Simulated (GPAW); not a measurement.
Troubleshooting GPAW: a failed run on LiTa₂S₄ (P-3m1, 7 atoms in the cell). The aim is a self-consistent single point with DFT PBEsol, plane waves, GPAW PAW datasets PBEsol (made by gpaw-setup).

This input was run:

```python
from ase import Atoms
from ase.units import GPa
from gpaw import GPAW

atoms = Atoms(['Li', 'Ta', 'Ta', 'S', 'S', 'S', 'S'],
              cell=[[3.359680, 0.000000, 0.000000],
                    [-1.679840, 2.909568, 0.000000],
                    [0.000000, 0.000000, 12.893460]],
              positions=[[0.000000, 0.000000, 6.446730],
                         [0.000000, 0.000000, 3.184298],
                         [0.000000, 0.000000, 9.709162],
                         [-0.000002, 1.939713, 4.776898],
                         [1.679842, 0.969855, 8.116562],
                         [1.679842, 0.969855, 11.236006],
                         [-0.000002, 1.939713, 1.657454]],
              pbc=True)

calc = GPAW(mode={'name': 'pw', 'ecut': 550},
            xc='PBEsol',
            kpts={'size': (8, 8, 2), 'gamma': True},
            occupations={'name': 'methfessel-paxton', 'width': 0.05, 'order': 1},
            nband=-13,
            convergence={'forces': 0.001},
            symmetry={'symmorphic': False, 'tolerance': 0.0005},
            maxiter=150)

atoms.calc = calc

energy = atoms.get_potential_energy()
print('Energy (eV):', round(energy, 6))
forces = atoms.get_forces()
print('Forces (eV/Ang):')
print(forces.round(5))
stress = atoms.get_stress()
print('Stress (GPa, Voigt):', (stress / GPa).round(4))
```

Output (repeated stretches shortened):

```
Traceback (most recent call last):
   [... frames left out ...]
TypeError: Unknown GPAW parameter: nband
```

Task: Read the log: what does the program object to, and what is the fix?

Result: The fault is a keyword that the program does not know. The program does not know a key of this name. To fix it, use the program's own name for the key. The program stopped before any SCF iteration.

An input that runs soundly differs in these lines (not the only fix; some lines may just follow from the change or write a value another way):
```diff
-            nband=-13,
+            nbands=-13,
```

With that input, the run converged in 28 iterations: free energy E − TS (from the program's reference atoms) -49.4527 eV; Fermi level (on the code's own zero) 7.00 eV; pressure -3.96 GPa; largest force (vector length) 0.266 eV/Å (DFT PBEsol, plane waves, GPAW PAW datasets PBEsol (made by gpaw-setup)).

On the sound input: the starting cell comes from a database of computed structures (which also holds hypothetical and non-ambient phases and stackings), without a prior relaxation at this level. Spin polarisation is off; with an odd number of electrons in the cell that forces a metal, and a magnetic state may lie lower. With a pressure of about -4 GPa the cell is away from its equilibrium volume at this level.
